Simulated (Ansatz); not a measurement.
Start from InAs in the zinc blende structure (space group F-43m, No. 216; a = 6.187 Å).

(Cell as relaxed with PBE.)

Levels (all Ansatz, a first-principles code, PAW, earlier PAW set): PBE (420 eV, scalar-relativistic without spin-orbit coupling); PBEsol (420 eV, no spin-orbit coupling).

Each level relaxes its own structure.

| quantity | PBE | PBEsol |
|---|---|---|
| volume per atom | 29.60 Å³ | 28.20 Å³ |
| lattice parameter a | 6.187 Å | 6.087 Å |
| band gap | zero | zero |

PBE's volume per atom lies 1.40 Å³ above PBEsol's (5.0 %); PBE's lattice parameter a lies 0.0993 Å above PBEsol's (1.6 %); the two agree on the band gap. Neither level is exact; PBEsol is the comparison here, not a measurement.

Whether these cells are dynamically stable was not tested. All final runs are without spin polarisation. The zero or small gap of InAs can change with the level of theory.
